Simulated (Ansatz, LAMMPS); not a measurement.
Dilute random carbon in silicon, 4x4x4 cubic cells. Cell 21.77 × 21.77 × 21.77 Å, Si506C6, 512 atoms. Prepared with Erhart-Albe potential (SiC_Erhart-Albe.tersoff) in LAMMPS: minimisation. 

Basis: localised support functions (accuracy medium) on a full density matrix. k-points: zone centre alone; occupations: Fermi-Dirac, 0.020 eV; spin polarisation not allowed. Spin-orbit coupling is left out.

Question: Give the energy, gap and bonding at the level PBE, support functions at accuracy medium on the grid of 420 eV run with Ansatz (a quantum-chemistry and plane-wave program).

Answer: 
- energy over the perfect crystal(s), per atom = 15 meV/atom
- Kohn-Sham gap of the cell on its k-mesh = 0.60 eV
- coordination (neighbours within 2.827 Å) = 100.0 % 4-fold
- C-Si bonds, mean ± spread = 2.010 ± 0.003 Å
- Si-Si bonds, mean ± spread = 2.366 ± 0.015 Å
- bond angles, mean ± spread = 109.4° ± 2.2°
- pressure = 0.09 GPa
